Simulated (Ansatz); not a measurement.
Start from ZnS in the wurtzite structure (space group P6_3mc, No. 186; a = 3.7383 Å, c = 6.1429 Å). Axes: x lies along a and z along c of the hexagonal cell.

All numbers come from DFT with LDA, PAW potentials and a 420 eV plane-wave cutoff in Ansatz (a program for electronic structure), spin-orbit coupling left out.

Strains are applied to the cell and any free atomic positions relax; under biaxial strain the out-of-plane vector relaxes too.

One change was made to it. Results:

| quantity | base | after |
|---|---|---|
| electron mass | 0.15 mₑ along c, 0.18 mₑ across (at Γ) | 0.16 mₑ out of plane, 0.18 mₑ in plane (at Γ) |
| valence-band top at Γ (three highest levels, from the VBM) | 0.00, 0.00, -0.10 eV | 0.00, 0.00, -0.05 eV |
| volume per atom | 18.59 Å³ | 18.74 Å³ |
| width of the top valence band | 2.37 eV | 2.31 eV |

What was done to the base?
A) biaxial strain +0.60 %, plane normal [001], relaxed out of plane
B) biaxial strain +1.20 %, plane normal [001], relaxed out of plane
C) biaxial strain +1.80 %, plane normal [001], relaxed out of plane
D) biaxial strain +2.40 %, plane normal [001], relaxed out of plane

A, biaxial strain +0.60 %, plane normal [001], relaxed out of plane. For comparison, the electron mass in the other runs: biaxial strain +1.80 %, plane normal [001], relaxed out of plane gives 0.16 mₑ out of plane, 0.17 mₑ in plane (at Γ); biaxial strain +2.40 %, plane normal [001], relaxed out of plane gives 0.16 mₑ (at Γ); biaxial strain +1.20 %, plane normal [001], relaxed out of plane gives 0.16 mₑ out of plane, 0.17 mₑ in plane (at Γ).

The levels and masses belong to the bands next to the band gap. Masses are band curvatures over ±0.01 Å⁻¹ around the edge. Whether these cells are dynamically stable was not tested.
